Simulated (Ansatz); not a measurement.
The reference is KTaO$_{3}$ in the cubic perovskite structure (space group Pm-3m, No. 221).

```xyz
5
Lattice="3.9520 0.0000 0.0000 0.0000 3.9520 0.0000 0.0000 0.0000 3.9520" Properties=species:S:1:pos:R:3 pbc="T T T"
K      0.0000     0.0000     0.0000
Ta     1.9760     1.9760     1.9760
O      1.9760     0.0000     1.9760
O      0.0000     1.9760     1.9760
O      1.9760     1.9760     0.0000
```

Cartesian axes are those of the cell as printed.

Calculations: LDA/PAW in Ansatz (an electronic-structure program), no spin-orbit coupling.

For the base:

```
Property      Value
--------  ---------
Pressure  -0.01 GPa
```

Now apply this change: tensile biaxial strain of 0.50 % in the plane normal to [111], as in epitaxy on a mismatched substrate; the out-of-plane cell vector and the atoms relax.

Q: What happens to the energy relative to the base and pressure?

A: The energy goes up by 0.8 meV/atom; the pressure (mean of the normal stresses, compression positive) drops by 1.236 GPa (-0.01 GPa → -1.24 GPa).

Stability against distortions was not tested.
